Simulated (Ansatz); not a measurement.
Consider a periodic stack without vacuum, fcc Ir (0 0 1) on zinc-blende ZnSe (0 0 1) (film strained to the substrate, started from cuts of the bulks and a machine-learned relaxation; slabs Se6Zn5 and Ir12, which can lie off the formulas): substrate slab Se6Zn5, film Ir12, surface cells [[1, 0], [1, 1]] and [[0, -1], [2, 1]], film strained by +4.8 and +4.8 %, outermost planes Se/Se and Ir/Ir as cut, which need not be the usual terminations and can put a slab off its formula. Its start:

```
CELL_PARAMETERS angstrom
      4.05491     0.00000     0.02951
      0.00000     4.05491     0.02449
     -1.13860    -0.83841    27.23435
ATOMIC_POSITIONS crystal
  Se 0.06923 0.55770 0.13330
  Se 0.63955 0.05823 0.03092
  Se 0.11502 0.58517 0.34689
  Se 0.59025 0.06774 0.23998
  Se 0.17567 0.61522 0.55999
  Se 0.64643 0.11236 0.45426
  Zn 0.07914 0.06334 0.18744
  Zn 0.55295 0.56078 0.08033
  Zn 0.13132 0.09434 0.39901
  Zn 0.60196 0.57557 0.29326
  Zn 0.66800 0.62437 0.50635
  Ir 0.29610 0.76990 0.69325
  Ir 0.82406 0.24902 0.69079
  Ir 0.77447 0.74400 0.62633
  Ir 0.30735 0.24308 0.62686
  Ir 0.33541 0.80460 0.82503
  Ir 0.84279 0.25123 0.82457
  Ir 0.81577 0.74253 0.75902
  Ir 0.32889 0.28805 0.75898
  Ir 0.36322 0.82380 0.95599
  Ir 0.87652 0.27461 0.95545
  Ir 0.85002 0.76286 0.89143
  Ir 0.35948 0.31419 0.89139
```

The start was prepared with a machine-learned potential, and the result is one local minimum, with the in-plane cell held and forces under 0.04 eV/Å; the film can end far from its bulk form.

Method: PBE (plane waves to 420 eV, PAW; Ansatz, a program for electronic structure). No spin–orbit coupling; the runs are not spin-polarised; PBE gaps are too small against experiment. Its k-point mesh 8×8×1, Fermi–Dirac width 0.05 eV.

Predict the relaxed interface.


| Property | Value |
|---|---|
| interface area | 16.4 Å² |
| period | 27.21 Å |
| heights between the nearest atoms of the two slabs at the two interfaces | 1.54 and 2.02 Å |
| Ir–Se contacts across the interfaces within 1.22 times the sum of covalent radii | 6, mean 2.54 Å |
| Ir–Zn contacts across the interfaces within 1.22 times the sum of covalent radii | 1, mean 3.12 Å |
| estimate of the barrier | withheld, since the Fermi level falls at or inside a band of the host, which a slab this thin can't settle |
| slope of the mean potential energy in the substrate | -5.5 MV/cm × e |
